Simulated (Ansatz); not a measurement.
Consider Be in the hcp (Mg type) structure (space group P6_3/mmc, No. 194; a = 2.2627 Å, c = 3.5664 Å; relaxed with 0.1 eV smearing).

Computed with PBE in Ansatz (plane waves to 420 eV, PAW, no spin-orbit coupling).

Base values:

```
Quantity   Result
--------  -------
Pressure  0.0 GPa
Band gap     zero
```

One thing is altered: an isotropic linear strain of +0.50 %, atoms relaxed at fixed cell.

Question: Predict the new energy relative to the base.

Answer: The energy increases by 0.7 meV/atom.

Question: Estimate the effect on the pressure.

Answer: The pressure (mean of the normal stresses, compression positive) goes from zero to -1.8 GPa.

Question: Estimate the effect on the band gap.

Answer: The band gap remains zero.

No phonon test of stability was made.

Ansatz is a quantum-chemistry and plane-wave program.
